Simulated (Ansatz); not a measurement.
We consider HfPt (Cmcm, No. 63; cell taken from a computed entry), described by PBEsol (plane waves, PAW; Ansatz, an electronic-structure program).

Settings: plane-wave cutoff 520 eV, 18×18×14 k mesh (along the axes of the cell as run), Fermi–Dirac smearing 0.05 eV, scalar-relativistic PAW data made under PBE.

Cell (relaxed at this level):

```cif
data_Hf2Pt2
_chemical_formula_sum 'Hf2 Pt2'
_space_group_name_H-M_alt 'P 1'
_space_group_IT_number 1
_cell_length_a 5.39001
_cell_length_b 5.39001
_cell_length_c 4.27312
_cell_angle_alpha 90.000
_cell_angle_beta 90.000
_cell_angle_gamma 143.847
loop_
_space_group_symop_operation_xyz
  'x, y, z'
loop_
_atom_site_label
_atom_site_type_symbol
_atom_site_fract_x
_atom_site_fract_y
_atom_site_fract_z
_atom_site_occupancy
Hf1 Hf 0.85746 0.14254 0.75000 1
Hf2 Hf 0.14254 0.85746 0.25000 1
Pt1 Pt 0.59166 0.40834 0.75000 1
Pt2 Pt 0.40834 0.59166 0.25000 1
```

Problem. Estimate the bulk modulus B0 that the calculation returns.

Solution. 
- bulk modulus B0 = 188 GPa

The run finds no gap.

Note: the bulk modulus is −V dP/dV from two relaxed cells at ±2 % in volume; the relaxation could not lower the start's symmetry, so the cell can be a saddle point above a distorted one.

Spin–orbit coupling is not included.

Computed values are for the static lattice.

It cost roughly 20 core-minutes of CPU time.
